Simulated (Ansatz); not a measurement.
Seebeck coefficient (μV/K, mean over directions) of n-type CsMgF3 (Pm-3m) against carrier density, PBEsol, rigid bands in Ansatz (a quantum-chemistry and plane-wave program). Computed gap 6.88 eV; densities at which minority carriers matter at this gap, or further valleys turn the trend, are left out. Conductivity mass 0.44 mₑ (harmonic mean over directions), N_c = 7.4e18 cm⁻³ at 300 K.

```csv
electron density,300 K,500 K
1e16 cm⁻³,-782,-848
1e17 cm⁻³,-583,-650
1e18 cm⁻³,[?],-452
3e18 cm⁻³,-293,-358
1e19 cm⁻³,-197,-258
3e19 cm⁻³,-120,-173
1e20 cm⁻³,-60,-96
3e20 cm⁻³,-30,[?]
1e21 cm⁻³,[?],-24
```

Q: Fill in the missing entries.

A: 
- 1e18 cm⁻³, 300 K: -386
- 3e20 cm⁻³, 500 K: -50
- 1e21 cm⁻³, 300 K: -14

Rigid bands with a gap fixed in temperature, one relaxation time for all states, no polarons or phonon drag, and whether or not such doping can be reached. Spin-orbit coupling is left out.

Computed structure with no diffraction record at hand here (it may be known, metastable or hypothetical): CsMgF3 (Pm-3m).
